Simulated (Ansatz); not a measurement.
NiGe, pressure series

The parent structure is NiGe (space group Pnma, No. 62; non-magnetic).

```
CELL_PARAMETERS angstrom
      5.40742     0.00000     0.00000
      0.00000     3.47344     0.00000
      0.00000     0.00000     5.84671
ATOMIC_POSITIONS crystal
  Ni 0.50562 0.25000 0.69027
  Ni 0.00562 0.25000 0.80973
  Ni 0.49438 0.75000 0.30973
  Ni 0.99438 0.75000 0.19027
  Ge 0.68992 0.25000 0.08694
  Ge 0.18992 0.25000 0.41306
  Ge 0.31008 0.75000 0.91306
  Ge 0.81008 0.75000 0.58694
```

Cell and atoms are relaxed at each pressure.

Method: Ansatz (a quantum-chemistry and plane-wave program) PBE, scalar-relativistic without spin-orbit coupling.

```tsv
P (GPa)	V (Å³/atom)
-2.00	13.942
-1.00	13.832
0.90	13.634
2.11	13.517
4.51	13.301
9.01	12.943
15.00	12.538
22.51	12.115
30.00	11.755
```

Problem. Fit a third-order Birch–Murnaghan equation of state.

Solution. Least squares on P(V) = (3B₀/2)[(V₀/V)^(7/3) − (V₀/V)^(5/3)]·[1 + (3/4)(B₀′ − 4)((V₀/V)^(2/3) − 1)] gives V₀ = 13.73 Å³/atom, B₀ = 133 GPa and B₀′ = 4.8.

Load acts through the strain it causes; cell and atoms are relaxed under it. No phonon test of stability was made. No other phases were tried under pressure. Seeded moments were not kept for the base. The final runs are not spin-polarised.
